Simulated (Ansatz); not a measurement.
# BeS (model structure, started from the rocksalt type, Fm-3m, No. 225, 2 atoms in the cell)

Computed with r²SCAN0 in Ansatz (plane waves, PAW).

Run with plane-wave cutoff 520 eV, 10×10×10 k mesh, Fermi–Dirac smearing 0.01 eV, scalar-relativistic PAW data made under PBE.

Cell (relaxed with PBEsol):

BeS has the cubic space group Fm-3m (No. 225), the rock salt structure, Pearson symbol cF8. Cell: a = 4.590 Å, b = 4.590 Å, c = 4.590 Å, α = 90.00°, β = 90.00°, γ = 90.00°. S on 4a has 6 Be at 2.295 Å (octahedral). Be on 4b is surrounded by 6 S at 2.295 Å (octahedral). (Neighbours: up to the widest gap in distance over summed covalent radii, below 1.35, at either atom; cation-cation and far metal-metal contacts left out.)
(The calculation used a cell of 2 atoms; values per cell refer to that cell.)

```
Item                                                      Value
-------------------------------------------  ------------------
band gap                                     2.69 eV (indirect)
smallest direct gap on the k points sampled             6.39 eV
Γ–Γ gap                                                 8.40 eV
```

Note: the relaxation could raise the start's symmetry but not lower it, so the cell can be a saddle point; cell and atoms aren't relaxed at this level (pressure 2.4 GPa).

The result took about 2.2 core-minutes (a rough figure).

A model structure was made by putting elements into a prototype or built by hand; it is no filed structure, need not be a known phase, and can be a saddle point held by its symmetry.

Ansatz is a program for electronic structure.
